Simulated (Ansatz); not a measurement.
**How the smallest direct gap on the k points sampled of ZnSnN2 (Pna2₁, No. 33, 16 atoms in the cell; start mp-1029469) moves with the method**

No measured value is used here.

```tsv
level (code)	value (eV)
LDA (Ansatz)	0.19
PBE (Ansatz)	0.21
PBEsol (Ansatz)	0.15
r²SCAN (Ansatz)	[?]
HSE06 (Ansatz)	1.32
```

### Question
Complete the blanks.

### Answer

- r²SCAN (Ansatz, a quantum-chemistry and plane-wave program), value (eV): 0.51

Computed values are for a static lattice. Spin–orbit coupling is included only where a level's name says +SOC; with heavier elements it mostly lowers gaps and can invert bands.  Values are at the PBEsol cell. Cutoffs and k meshes differ between the levels. Ansatz's density-functional and Hartree–Fock values are scalar-relativistic unless marked +SOC, with PAW data made under PBE.

A start named mp-… is a Materials Project structure, which need not be a measured phase.
